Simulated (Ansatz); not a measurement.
## Ta: tensor shear ε_xy = +0.86 %

Take Ta in the bcc (W type) structure (space group Im-3m, No. 229; a = 3.282 Å; relaxed with 0.1 eV smearing) as the base. Axes: x, y, z lie along the cube axes.

One thing is altered: a pure shear with ε_xy = ε_yx = 0.0086; the atoms relax in the strained cell.

Method: PBEsol (Ansatz, a quantum-chemistry and plane-wave program), scalar-relativistic without spin-orbit coupling. Settings: 28×28×28 k-points, 0.1 eV Fermi–Dirac smearing.

```csv
quantity,base,changed,shift
volume per atom,17.68 Å³,17.68 Å³,0.00 Å³
shortest interatomic distance,2.843 Å,2.826 Å,-0.0163 Å
energy relative to the base (free energy F),0 meV/atom,+1.2 meV/atom,+1.2 meV/atom
"pressure (mean of the normal stresses, compression positive)",0.0 GPa,0.0 GPa,0.0 GPa
band gap,zero,zero,–
"stress (xx, yy, zz, yz, xz, xy; compression positive)",–,"(0.0, 0.0, 0.1, 0.0, 0.0, -1.3) GPa",–
```

Final structure:

```xyz
1
Lattice="-1.6270 1.6270 1.6411 1.6270 -1.6270 1.6411 1.6553 1.6553 -1.6411" Properties=species:S:1:pos:R:3 pbc="T T T"
Ta     0.0000     0.0000     0.0000
```

Stability against distortions was not tested. All final runs are without spin polarisation.
